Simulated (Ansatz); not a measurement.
# (Ti,Zr)B2: TiZrB₄

A 24-atom cell of (Ti,Zr)B2 started in the AlB2 type structure, site fractions Ti 0.500, Zr 0.500, short-range order -0.12 in the first shell of the mixed sites (0 is random, a negative value favours unlike neighbours), space group Fmmm at the end, an ordered arrangement that its symmetry holds.

The mixing enthalpy is taken against the end members in the AlB2 type type (which need not be the stable form of TiB2 and ZrB2), relaxed in the same cell and mesh.

Calculation: PBE (plane waves to 420 eV, PAW; Ansatz, a first-principles code). Scalar-relativistic, without spin–orbit coupling; the runs are not spin-polarised. Its k-point mesh 6×6×5, Fermi–Dirac width 0.05 eV.

| Quantity | Result |
|---|---|
| volume per atom | 9.48 Å³ |
| B–Zr bonds | 2.489 Å on average, from 2.449 to 2.514 (48) |
| B–Ti bonds | 2.456 Å on average, from 2.436 to 2.470 (48) |
| mixing enthalpy per site of the mixed sublattice | 120 meV |
| departure of the mean lattice parameter from Vegard's line | +0.3 % |

```xyz
24
Lattice="-0.0007 -5.3798 -3.4048 -0.0007 5.3798 -3.4048 6.2083 0.0000 -3.4036" Properties=species:S:1:pos:R:3 pbc="T T T"
Zr     1.5516    -2.6888    -3.4045
Zr    -0.0173     0.0000    -3.4048
Ti    -0.0113     0.0000    -0.0002
Ti     4.6554    -2.6899    -6.8087
Ti     3.1145     0.0000    -6.8088
Zr     3.1204     0.0000    -3.4042
Zr     1.5516     2.6888    -3.4045
Ti     4.6554     2.6899    -6.8087
B      1.5519    -0.8844    -1.6538
B      6.1773     1.7938    -5.0827
B      6.1767     1.7939    -8.5338
B      4.6558    -0.9080    -5.1063
B      3.1342     1.7938    -5.1298
B      3.1342    -3.5859    -5.0836
B      1.5513    -0.8844    -5.1552
B      4.6551    -0.9080    -8.5111
B      3.1342     3.5859    -5.0836
B      1.5519     0.8844    -1.6538
B      1.5513     0.8844    -5.1552
B     -0.0310    -1.7938    -1.6792
B      4.6558     0.9080    -5.1063
B      4.6551     0.9080    -8.5111
B      3.1342    -1.7938    -5.1298
B     -0.0317    -1.7939    -5.1302
```
